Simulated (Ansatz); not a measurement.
The reference is InP in the zinc blende structure (space group F-43m, No. 216).

```
CELL_PARAMETERS angstrom
      0.00000     2.93922     2.93922
      2.93922     0.00000     2.93922
      2.93922     2.93922     0.00000
ATOMIC_POSITIONS crystal
  In 0.00000 0.00000 0.00000
  P  0.25000 0.25000 0.25000
```

All numbers come from PBEsol, PAW, 420 eV (Ansatz, an electronic-structure program; no spin-orbit coupling).

Base values:

| Item | Result |
|---|---|
| Gap character | direct at Γ |
| Density | 4.77 g/cm³ |
| Hole mass | 0.045, 0.43, 0.43 mₑ (at Γ) |

Now apply this change: a hydrostatic pressure of 15 GPa.

Question: Estimate the effect on the gap character.

Answer: The gap character becomes indirect, Γ → X (base: direct at Γ).

Question: Predict the new density.

Answer: The density goes up by 0.81 g/cm³ (4.77 g/cm³ → 5.58 g/cm³).

Question: Estimate the effect on the hole mass.

Answer: The hole mass (degenerate bands, along [100]) goes from 0.045, 0.43, 0.43 mₑ (at Γ) to 0.099, 0.35, 0.35 mₑ (at Γ).

Load acts through the strain it causes; cell and atoms are relaxed under it. Masses are band curvatures over ±0.01 Å⁻¹ around the edge. No phonon test of stability was made. Measured, InP leaves this structure (for rock salt) near 9.8 GPa (temperature not stated; as listed in Datta, Sujoy, Jana, Debnarayan, arXiv (2020)).
